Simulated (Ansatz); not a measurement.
## ZnO, response to strain

Consider ZnO in the wurtzite structure (space group P6_3mc, No. 186).

```
CELL_PARAMETERS angstrom
      3.18693     0.00000     0.00000
     -1.59347     2.75997     0.00000
      0.00000     0.00000     5.15257
ATOMIC_POSITIONS crystal
  Zn 0.33333 0.66667 0.00179
  Zn 0.66667 0.33333 0.50179
  O  0.33333 0.66667 0.38021
  O  0.66667 0.33333 0.88021
```

Cartesian axes are those of the cell as printed.

Strains are applied to the cell and any free atomic positions relax.

Level of theory: LDA, PAW, 420 eV (Ansatz, a quantum-chemistry and plane-wave program; spin-orbit coupling left out).

Notes on the quantities. pressure: mean of the normal stresses, compression positive.

```csv
variant,pressure,shortest interatomic distance,electron mass,band gap
base,0.00 GPa,1.944 Å,0.15 mₑ (at Γ),0.80 eV
uniaxial strain ε_zz = −3.00 %,5.12 GPa,1.924 Å,"0.17 mₑ along z, 0.16 mₑ across (at Γ)",0.88 eV
uniaxial strain ε_zz = −2.40 %,4.05 GPa,1.928 Å,"0.17 mₑ along z, 0.16 mₑ across (at Γ)",0.87 eV
uniaxial strain ε_zz = −1.80 %,3.01 GPa,1.932 Å,"0.16 mₑ along z, 0.15 mₑ across (at Γ)",0.85 eV
uniaxial strain ε_zz = −1.20 %,[?],[?],0.15 mₑ (at Γ),[?]
uniaxial strain ε_zz = −0.60 %,0.98 GPa,1.940 Å,0.15 mₑ (at Γ),0.82 eV
```

Q: Fill in the withheld entries from the trend.

A: 
- uniaxial strain ε_zz = −1.20 %, pressure: 1.98 GPa
- uniaxial strain ε_zz = −1.20 %, shortest interatomic distance: 1.936 Å
- uniaxial strain ε_zz = −1.20 %, band gap: 0.83 eV

Masses are band curvatures over ±0.01 Å⁻¹ around the edge. Stability against distortions was not tested.
